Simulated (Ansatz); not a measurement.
# Sr: isotropic strain +1.14 %

Base system: Sr in the fcc (Cu type) structure (space group Fm-3m, No. 225; a = 6.105 Å; relaxed with 0.1 eV smearing).

Perturbation: the cell is scaled by 1.0114 in all directions; the atoms relax in the strained cell.

Calculations: DFT with r2SCAN, PAW potentials and a 500 eV plane-wave cutoff in Ansatz (an electronic-structure program), without spin-orbit coupling, earlier PAW set. Settings: 19×19×19 k-points, 0.1 eV Fermi–Dirac smearing.

The volume per atom increases by 1.97 Å³, from 56.88 Å³ to 58.85 Å³ and the space group stays Fm-3m (No. 225). The energy rises by 2.4 meV/atom and the band gap stays zero.

Whether these cells are dynamically stable was not tested.
